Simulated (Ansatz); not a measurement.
The cell is built on a prototype and need not be the phase stable at ambient conditions.

By PBEsol, the system below comes out a metal.

Without scattering a metal conducts by its projected Fermi surface.

```xyz
3
Lattice="2.8320 0.0000 0.0000 -1.4160 2.4526 0.0000 0.0000 0.0000 5.0064" Properties=species:S:1:pos:R:3 pbc="T T T"
C      0.0000     0.0000     0.0000
Re     0.0000     1.6350     1.3640
Re     1.4160     0.8175     3.6424
```

Space group of this cell: P-3m1. The cell was relaxed by PBE-D3(BJ); by PBEsol its mean pressure is -2.6 GPa.

The current flows along the normal of the first two printed cell vectors. No spin-orbit coupling; the value is a mean over 0.1 eV about the Fermi level.

Question: Predict the ballistic conductance per area from PBEsol (Ansatz, a first-principles code).

Answer: 1.2 × 10¹⁵ S/m² for both spins.
